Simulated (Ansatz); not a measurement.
Take TlBr in the CsCl type structure (space group Pm-3m, No. 221; a = 3.840 Å) as the base. Axes: x, y, z lie along the cube axes.

Level of theory: LDA (Ansatz, a first-principles code; PAW; 420 eV plane waves; no spin-orbit coupling).

Base values:

- Electron mass: 0.12 mₑ along k, 0.19 mₑ across (at X)
- Smallest direct gap: 1.37 eV
- Valley order: X along ⟨100⟩ 1.37 eV; R along ⟨111⟩ 1.49 eV

Now apply this change: compressive biaxial strain of 0.50 % in the plane normal to [001], as in epitaxy on a mismatched substrate; the out-of-plane cell vector and the atoms relax.

### Question
What happens to the electron mass?

### Answer
The electron mass becomes 0.11 mₑ along k, 0.18 mₑ across (at X) (base: 0.12 mₑ along k, 0.19 mₑ across (at X)).

### Question
What does the calculation give for the smallest direct gap after the change?

### Answer
The smallest direct gap shrinks by 0.03 eV (1.37 eV → 1.34 eV).

### Question
What happens to the valley order?

### Answer
The valley order (the lowest conduction-band minima on the path, energy above the VBM, named in the base's zone) goes from X along ⟨100⟩ 1.37 eV; R along ⟨111⟩ 1.49 eV to X along [010] 1.31 eV; X along [001] 1.37 eV; R along [111] 1.42 eV.

With Tl present, leaving out spin-orbit coupling can change the band edges. Masses are band curvatures over ±0.01 Å⁻¹ around the edge. Along k means along the line from Γ to the band edge. Stability against distortions was not tested.
